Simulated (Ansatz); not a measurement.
PbI$_{2}$ (P-3m1), Ansatz (an electronic-structure program) with PBEsol+D3BJ with spin-orbit coupling, rigid bands: N_c = 4.66e18 cm⁻³ at 300 K and an electron conductivity mass of 0.189 mₑ along y (a = (4.44, 0.00, 0.00) Å; b = (-2.22, 3.84, 0.00) Å; c = (0.00, 0.00, 6.74) Å).

### Question
For 1e16 electrons per cm³ at 300 K, place the Fermi level, estimate the Seebeck coefficient of a parabolic band with constant τ, and give mobility and conductivity for τ = 50 fs.

### Answer
The level lies k_BT ln(N_c/n) = 0.159 eV below the conduction-band minimum. S ≈ −(k_B/e)[ln(N_c/n) + 5/2] = -745 μV/K, against -739 μV/K from the full bands (mean over directions). μ = eτ/m = 465 cm²/(V·s) and σ = neμ = 0.745 S/cm. τ is assumed, not computed.

Band transport and this doping are assumed; polarons and phonon drag are left out. Geometry: cell and atoms relaxed with PBEsol+D3(BJ).

PBEsol with a dispersion correction tends to overbind, so the cell can be several per cent short, in bad cases over ten, which usually narrows a gap: PbI2 (P-3m1).
